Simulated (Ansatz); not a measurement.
Input and output of a self-consistent single point for ScB (I4_1md, 4 atoms in the cell) (Ansatz, a program for electronic structure).

Level of theory: LDA (PW92), default PAW files made with PBE (plane waves; Ansatz).

```
CELL_PARAMETERS angstrom
     -1.55047     1.55047     5.24913
      1.55047    -1.55047     5.24913
      1.55047     1.55047    -5.24913
ATOMIC_POSITIONS crystal
  Sc 0.75000 0.75000 0.00000
  Sc 0.50000 0.00000 0.50000
  B  0.16600 0.16600 0.00000
  B  0.91600 0.41600 0.50000
```

Reference input (self-consistent single point, DFT, LDA (PW92), plane waves, default PAW files made with PBE): kpoints.mp_grid.grid = 8 8 8; hamiltonian.xc = lda; hamiltonian.pseudopotentials = {kind: paw} (the program's default PAW files); scf.occupations.method = methfessel_paxton; scf.occupations.width = 0.05 eV. This run's input differs from it in these lines:

Ansatz 0.2 input:
```diff
@@ -12,3 +12,3 @@
   mp_grid:
-    grid: [8, 8, 8]
+    grid: [10, 10, 10]
 hamiltonian:
@@ -20,3 +20,3 @@
     method: methfessel_paxton
-    width: 0.05
+    width: 0.1
 output:
```

Output, abridged:

```
SCF iter   1: F=—  HF=-4475.322809 eV  |F-HF|=—  |Δ(HF+E_count)|=         —  Δρ=7.34e-3  dr2=3.50e-2  ethr=1.77e-3  ⟨swp⟩=4.0  Hψ=7026  notcnv=0
all-band conjugate gradients solve this SCF's bands
preconditioner: auto → Kerker (q_TF=auto, 2.473 Å⁻¹)
SCF iter   2: F=—  HF=-4475.317172 eV  |F-HF|=—  |Δ(HF+E_count)|=   5.64e-3  S|Δr|=    0.00e0  Δρ=4.06e-3  dr2=1.02e-2  ethr=1.25e-4  ⟨swp⟩=1.0  Hψ=2652  notcnv=0
   [... lines left out ...]
SCF iter   5: F=—  HF=-4475.314994 eV  |F-HF|=—  |Δ(HF+E_count)|=   8.02e-7  S|Δr|=    0.00e0  Δρ=2.58e-5  dr2=2.77e-7  ethr=2.23e-8  ⟨swp⟩=2.5  Hψ=2521  notcnv=0
SCF iter   6: F=-4475.314994 eV  HF=-4475.314994 eV  |F-HF|=3.15e-10  |Δ(HF+E_count)|=   2.28e-8  S|Δr|=    0.00e0  Δρ=3.57e-6  dr2=3.33e-9  ethr=3.57e-10  ⟨swp⟩=4.0  Hψ=5437  notcnv=0
the search or the solves at the SCF's close seem to have found levels that the self-consistency loop had missed (the run counts 1) …
SCF 1 converged in 6 iterations: F = -4475.314994 eV  dr2 = 3.33e-9
Stability not checked (fill_not_monotonic)
Free energy (F): -4475.314994 eV
Internal energy: -4475.313874 eV  (E = F + TS)
E sigma→0 (E₀):  -4475.314714 eV
Entropy (-TS):   -0.001120 eV (-0.280 meV/atom)
Fermi energy:    11.551672 eV
--- Forces (eV/Å), atoms counted from 1 ---
  atom   1  Sc    -0.00000000    -0.00000000    -0.72697317
  atom   2  Sc     0.00000000     0.00000000    -0.72697317
  atom   3  B      0.00000000     0.00000000     0.72696987
  atom   4  B      0.00000000    -0.00000000     0.72696987
--- Stress (GPa, compression-positive) ---
       20.818330      -0.000000       0.000000
       -0.000000      20.818330      -0.000000
        0.000000      -0.000000      16.499581
  P = ⅓ Tr σ = 19.3787 GPa (193.787 kbar)
  The stress holds the Pulay correction. Without it, at fixed plane waves, as pw.x and ABINIT print it: P = 19.2941 GPa
```

The run converged in 6 iterations. Against the reference run the free energy drops by 1.2 meV/atom, the pressure stays near 19.38 GPa while the zz stress (positive for compression) goes from 15.70 to 16.50 GPa and the largest force goes from 0.755 to 0.727 eV/Å.

The starting cell was generated: these elements placed on a structure prototype, without a prior relaxation; it need not be a known phase or ordering of this composition. With a pressure of about 19 GPa the cell is away from its equilibrium volume at this level. Ansatz's pressure includes its estimate of the finite-basis (Pulay) stress.
